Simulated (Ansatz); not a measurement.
Checking a run of Ansatz (a first-principles code) on K₃Mo₂Cl₉ (P1, 28 atoms in the cell). The aim is a self-consistent single point with DFT, LDA (PW92), plane waves, default PAW files made with PBE.

Cell that was meant: a = 7.0989 Å, b = 7.0989 Å, c = 16.6230 Å, α = 90.00°, β = 90.00°, γ = 120.00°.

Part of the input:

Ansatz 0.2 input:
```yaml
    - { symbol: K, position_ang: [3.557823, 2.031224, 7.144316] }
    - { symbol: K, position_ang: [0.054161, 4.174185, 15.435686] }
basis:
  ecutwfc: 65.0
kpoints:
  mp_grid: { grid: [3, 3, 1] }
hamiltonian:
  xc: lda
  pseudopotentials: { kind: paw }
scf:
  occupations: { method: gaussian, width: 0.272 }
output:
  forces: true
  eigenvalues: true
```

Log, with long lists cut:

```
   [... lines left out ...]
PAW frozen core: K, regenerated for the run's functional, and the local potential with it
Initial density: superposition of atomic densities (neutral atoms: chi_scale 0, normalization atom), corrected by the library's trained network
Initial wavefunctions: pseudopotential atomic-orbital guess
Eigensolver: davidson
Functional: x = slater, c = lda
SCF iter   1: F=—  HF=-45956.234458 eV  |F-HF|=—  |Δ(HF+E_count)|=         —  Δρ=3.44e-1  dr2=8.97e2  ethr=1.77e-3  ⟨swp⟩=7.4  Hψ=3233  notcnv=0
all-band conjugate gradients solve this SCF's bands
preconditioner: auto → LDOS
SCF iter   2: F=—  HF=-45390.376718 eV  |F-HF|=—  |Δ(HF+E_count)|=    5.66e2  Δρ=5.22e-2  dr2=5.30e1  ethr=1.77e-3  ⟨swp⟩=7.8  Hψ=3947  notcnv=0  defer=54
   [... lines left out ...]
SCF iter  10: F=—  HF=-45380.789054 eV  |F-HF|=—  |Δ(HF+E_count)|=   3.28e-6  Δρ=1.32e-5  dr2=4.55e-6  ethr=1.58e-8  ⟨swp⟩=2.0  Hψ=1010  notcnv=0  defer=66
SCF iter  11: F=—  HF=-45380.789054 eV  |F-HF|=—  |Δ(HF+E_count)|=   5.41e-7  Δρ=4.47e-6  dr2=2.86e-7  ethr=1.93e-9  ⟨swp⟩=2.2  Hψ=1042  notcnv=0  defer=66
SCF iter  12: F=-45380.789054 eV  HF=-45380.789054 eV  |F-HF|=9.62e-9  |Δ(HF+E_count)|=   1.99e-8  Δρ=1.59e-6  dr2=3.25e-8  ethr=4.24e-11  ⟨swp⟩=14.6  Hψ=3348  notcnv=0
SCF 1 converged in 12 iterations: F = -45380.789054 eV  dr2 = 3.25e-8
the forces of this run sum to 8.232e-1 eV/Å along one axis, over √28 times 1.000e-2 eV/Å (the walk's relax.f_tol, or that key's default on a run that moves no …
Free energy (F): -45380.789054 eV
Internal energy: -45380.541573 eV  (E = F + TS)
E sigma→0 (E₀):  -45380.665313 eV
Entropy (-TS):   -0.247481 eV (-8.839 meV/atom)
Fermi energy:    7.861764 eV
--- Forces (eV/Å), atoms counted from 1 ---
  atom   1  Mo    -0.61954382     0.14957276   -15.59664053
  atom   2  Mo     0.19270909    -0.41420346   -15.24330244
  atom   3  Mo    -0.18825365    -0.20731803    15.48416196
   [... lines left out ...]
  atom  28  K     -0.17019779    -0.52688435    -0.76379362
--- Stress (GPa, compression-positive) ---
      -26.842811       0.080720       0.112151
        0.080720     -27.039381      -0.211631
        0.112151      -0.211631     -41.158991
  P = ⅓ Tr σ = -31.6804 GPa (-316.804 kbar)
  The stress holds the Pulay correction. Without it, at fixed plane waves, as pw.x and ABINIT print it: P = -514.3364 GPa
```

Is this run sound? If not, what is wrong?

The run is not sound. The fault is a basis or grid far too coarse for these potentials. The error of an incomplete plane-wave basis or grid does not cancel at such settings. To fix it, restore the cutoff that the potentials need and check convergence. The run converged in 12 iterations without an error; against the sound input the free energy rises by 64.3 eV/atom, the pressure goes from -3.11 to -31.68 GPa and the largest force goes from 2.933 to 15.76 eV/Å. At a fixed set of plane waves, without the program's Pulay estimate, the pressure is -514.34 GPa against -3.11 GPa.

The sound input it was made from differs as follows (other fixes are possible):
```diff
-  ecutwfc: 65.0
+  ecutwfc: 420.0 eV
-  occupations: { method: gaussian, width: 0.272 }
+  occupations: { method: gaussian, width: 0.272 eV }
```

With that input, the run converged in 10 iterations: free energy E − TS (on the zero of these files) -47180.4866 eV; pressure -3.11 GPa; largest force (vector length) 2.933 eV/Å (DFT, LDA (PW92), plane waves, default PAW files made with PBE).

On the sound input: the starting cell comes from a database of published, mostly measured structures (it also holds non-ambient and calculated ones), without a prior relaxation at this level. Its atoms were displaced at random from the sites of space group no. 176. Spin polarisation is off. With a pressure of about -3 GPa the cell is away from its equilibrium volume at this level. Forces in this geometry exceed 1 eV/Å. Ansatz's pressure includes its estimate of the finite-basis (Pulay) stress.
